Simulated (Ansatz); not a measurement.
Take BaTiO3 (space group P4mm, No. 99; a = 3.985 Å, c = 4.201 Å) as the base.

(Cell as relaxed with PBE.)

Levels (all Ansatz, an electronic-structure program, PAW): PBE (420 eV, without spin-orbit coupling); r2SCAN (500 eV, scalar-relativistic without spin-orbit coupling).

Each level relaxes its own structure.

| base | PBE | r2SCAN |
|---|---|---|
| volume per atom | 13.35 Å³ | 12.98 Å³ |
| lattice parameter a | 3.985 Å | 3.972 Å |
| band gap | 1.84 eV | 2.23 eV |

Now apply this change: a hydrostatic pressure of 4.2 GPa.

```
quantity                 PBE  r2SCAN
-------------------  -------  ------
lattice parameter a  3.970 Å       …
smallest direct gap  2.27 eV       …
```

Q: What does r2SCAN give?

A: 
- lattice parameter a, r2SCAN: 3.954 Å
- smallest direct gap, r2SCAN: 2.59 eV

PBE's lattice parameter a lies 0.0165 Å above r2SCAN's (0.4 %); PBE's smallest direct gap lies 0.32 eV below r2SCAN's. Neither level is exact; r2SCAN is the comparison here, not a measurement.

Load acts through the strain it causes; cell and atoms are relaxed under it. No phonon test of stability was made. The final runs are not spin-polarised.
